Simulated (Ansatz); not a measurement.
Take HgTe in the zinc blende structure (space group F-43m, No. 216; a = 6.651 Å) as the base.

(Cell as relaxed with PBE.)

Levels (all Ansatz, a quantum-chemistry and plane-wave program, PAW): PBE (420 eV, no spin-orbit coupling); r2SCAN (500 eV, spin-orbit coupling left out).

Each level relaxes its own structure.

```
base                         PBE       r2SCAN
-------------------  -----------  -----------
volume per atom         36.77 Å³     35.49 Å³
lattice parameter a  12.568 bohr  12.421 bohr
band gap                    zero         zero
```

Perturbation: full substitution Hg → Cd, then cell and atoms are relaxed.

```csv
quantity,PBE,r2SCAN
electron mass,0.053 mₑ (at Γ),___
volume per atom,36.23 Å³,___
band gap,0.59 eV,___
```

### Question
Predict the r2SCAN column.

### Answer

- electron mass, r2SCAN: 0.090 mₑ (at Γ)
- volume per atom, r2SCAN: 35.24 Å³
- band gap, r2SCAN: 1.17 eV

PBE's volume per atom lies 0.99 Å³ above r2SCAN's (2.8 %); PBE's band gap lies 0.58 eV below r2SCAN's. Neither level is exact; r2SCAN is the comparison here, not a measurement.

With Hg and Te present, leaving out spin-orbit coupling can change the band edges. Effective masses come from finite differences of ±0.01 Å⁻¹. Whether these cells are dynamically stable was not tested. All final runs are without spin polarisation. The zero or small gap of HgTe can change with the level of theory.
